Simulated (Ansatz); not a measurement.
# The (111)B surface of zinc-blende BP, P-terminated, 2x2 with 3 H on 4 top atoms (bottom of the slab: 3 H on 4 bottom sites)

Calculation: PBE (plane waves to 420 eV, PAW; Ansatz, a quantum-chemistry and plane-wave program).

Slab: 46 atoms, 13.8 Å thick at the start with caps and adatoms (thin: gaps and levels are the slab's own); k 4x4x1, smearing 0.025 eV, dipole-corrected; 8 atoms held, the rest relaxed; start symmetry kept, larger cells not searched; no spin, no spin-orbit, no U.

The gap of the slab on its k-mesh is 0.78 eV, the highest filled level below the top vacuum level is 4.38 eV and the energy released by relaxation comes out as 0.99 eV. The cost is about 5 core-minutes (a rough figure).
